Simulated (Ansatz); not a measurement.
Input:

```xyz
2
Lattice="0.0000 2.1889 2.1889 2.1889 0.0000 2.1889 2.1889 2.1889 0.0000" Properties=species:S:1:pos:R:3 pbc="T T T"
N      3.2833     3.2833     3.2833
Al     0.0000     0.0000     0.0000
```

No spin polarisation.

Calculations: PBEsol (Ansatz, an electronic-structure program), without spin-orbit coupling. Γ-centred 13×13×13 mesh, Fermi–Dirac width 0.05 eV.

Task: What smallest direct gap does the calculation give?

Result: 4.06 eV.

Task: What band gap does the calculation give?

Result: 3.19 eV.

Stability against distortions was not tested. The cell was made from BN by this change: B → Al. This is not the structure that AlN has at room temperature and ambient pressure.
